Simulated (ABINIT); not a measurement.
Input and output of a zone-centre phonon calculation for C (Fd-3m, 2 atoms in the cell) (ABINIT).

Method of the run: PBE, norm-conserving pseudopotentials (PseudoDojo nc-sr-05 PBE standard) (plane waves; ABINIT).

Input as run:

```
# C, PseudoDojo nc-sr-05 PBE standard
pp_dirpath "./"
pseudos "C.upf"
acell 3*1.0
rprim
         0.0000000000    3.3906637758    3.3906637758
         3.3906637758   -0.0000000000    3.3906637758
         3.3906637758    3.3906637758   -0.0000000000
natom 2
ntypat 1
znucl 6
typat 1 1
xred
         0.5000000000    0.5000000000    0.5000000000
         0.7500000000    0.7500000000    0.7500000000
ecut 41
occopt 1
nband 4
kptopt 1
ngkpt 13 13 13
nshiftk 1
shiftk 0 0 0
istwfk *1
nstep 50
tolvrs1 1.0e-16
ndtset 3
prtwf1 1
getwfk2 1
iscf2 -3
kptopt2 2
nqpt2 1
qpt2 0 0 0
rfelfd2 2
tolwfr2 1.0e-20
prtwf2 1
getddk3 2
rfelfd3 3
getwfk3 1
kptopt3 2
nqpt3 1
qpt3 0 0 0
tolvrs3 1.0e-09
rfphon3 1
asr 0
chneut 0
```

The program printed (abridged):

```
--- !BeginCycle
solver: {iscf: 7, nstep: 50, nline: 4, wfoptalg: 0, }
tolerances: {tolvrs: 1.00E-16, }
...

     iter   Etot(hartree)      deltaE(h)  residm     vres2
 ETOT  1  -12.022995588540    -1.202E+01 1.936E-01 4.525E+01
 ETOT  2  -12.037523291594    -1.453E-02 2.509E-04 1.869E-01
 ETOT  3  -12.037540474093    -1.718E-05 1.571E-05 3.933E-03
 ETOT  4  -12.037540738153    -2.641E-07 2.603E-07 7.120E-05
 ETOT  5  -12.037540742470    -4.317E-09 7.617E-09 1.233E-07
 ETOT  6  -12.037540742497    -2.670E-11 2.413E-10 3.360E-10
 ETOT  7  -12.037540742498    -6.128E-13 7.257E-12 2.247E-12
 ETOT  8  -12.037540742498     8.171E-14 2.286E-13 3.237E-14
 ETOT  9  -12.037540742498    -1.066E-13 7.657E-15 1.875E-17
 At SCF step    9       vres2   =  1.87E-17 < tolvrs=  1.00E-16 =>converged.

 Cartesian components of stress tensor (hartree/bohr^3)
  sigma(1 1)=  1.98157500E-04  sigma(3 2)=  0.00000000E+00
  sigma(2 2)=  1.98157500E-04  sigma(3 1)=  0.00000000E+00
  sigma(3 3)=  1.98157500E-04  sigma(2 1)=  0.00000000E+00

 ----iterations are completed or convergence reached----

 reduced coordinates (array xred) for    2 atoms
       0.500000000000      0.500000000000      0.500000000000
       0.750000000000      0.750000000000      0.750000000000
 cartesian forces (eV/Angstrom) at end:
    1      0.00000000000000     0.00000000000000     0.00000000000000
    2     -0.00000000000000    -0.00000000000000    -0.00000000000000
 frms,max,avg= 7.9757943E-30 7.9757943E-30   0.000E+00  0.000E+00  0.000E+00 e/A
   [... lines left out ...]
 Fermi (or HOMO) energy (hartree) =   0.36825   Average Vxc (hartree)=  -0.49021
total_energy        : -1.20375407424977E+01
-Cartesian components of stress tensor (GPa)         [Pressure= -5.8300E+00 GPa]
 Unit cell volume ucvol=  7.7962216E+01 bohr^3
  WARNING : still subject to testing - especially symmetries.
 Unit cell volume ucvol=  7.7962216E+01 bohr^3
   [... lines left out ...]
-  1.272920E+03

  Phonon at Gamma, with non-analyticity in the
  direction (cartesian coordinates)  0.00000  0.00000  1.00000
 Phonon energies in Hartree :
   2.353410E-06  2.353411E-06  2.355067E-06  5.799849E-03  5.799849E-03
   5.799849E-03
 Phonon frequencies in cm-1    :
-  5.165138E-01  5.165141E-01  5.168775E-01  1.272920E+03  1.272920E+03
-  1.272920E+03

 Calculation completed.
```

The run converged in 9 iterations. 

Summary of the result:
Free energy E − TS: -327.56 eV
Fermi level (on the code's own zero): 10.02 eV
Pressure: -5.83 GPa
Zone-centre frequencies (cm⁻¹; negative means imaginary; no sum rule applied): 1, 1, 1, 1273, 1273, 1273
ε∞ at this k-point mesh, which may be far from converged in small-gap cells (xx, yy, zz): 5.80, 5.80, 5.80
Born charges at this mesh (mean of the diagonal, e): C 0.00, C 0.00

The starting cell comes from a database of computed structures (which also holds hypothetical and non-ambient phases and stackings), without a prior relaxation at this level. Its lattice was rescaled by a random factor within 2.5 % of one. With a pressure of about -6 GPa the cell is away from its equilibrium volume at this level.

Cost on one core of a shared machine: roughly 10 min.
